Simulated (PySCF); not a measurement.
PySCF 2.14.0, PBE/def2-svpd, df: Cr(O)2(F) ([O]=[Cr+](=[O])[F]), charge +1, multiplicity 1, 4 atoms. The geometry is a generated start, not checked to be a minimum at this level.

```yaml
task: energy
method: pbe
basis: def2-svpd
two_electron_scheme: density fitting
mol.max_memory: 3000 MB
mf.max_cycle: 100
mf.init_guess: minao (default)
mf.DIIS: CDIIS (default)
mf.diis_space: 8 (default)
mf.conv_tol: 1e-09 (default)
mf.grids.level: 3 (default)
basis_functions: 103
grid_points: 63336
```

```xyz
4

Cr     0.1465     0.3036     0.2209
O      1.3361    -0.3452    -0.5267
O     -0.5017    -0.7102     1.1941
F     -0.9808     0.7518    -0.8883
```

Charge 1 and multiplicity 1 are set for this test and not shown to be the ground state.

One run each on 2 threads, 1 BLAS thread. Values of level_shift (Hartree) tried: 0 (default), 0.1, 0.3, 1.

Question: Which value of level_shift (Hartree) needs the fewest Fock builds, and what happens away from it?

Answer: Fewest Fock builds: 0 (default) with 16. The count rises to 32 at 0.3. The run ends without SCF convergence in 100 cycles at 1.

```tsv
level_shift (Hartree)	Fock builds	end
0 (default)	16	same solution
0.1	26	same solution
0.3	32	same solution
1	89	no convergence
```
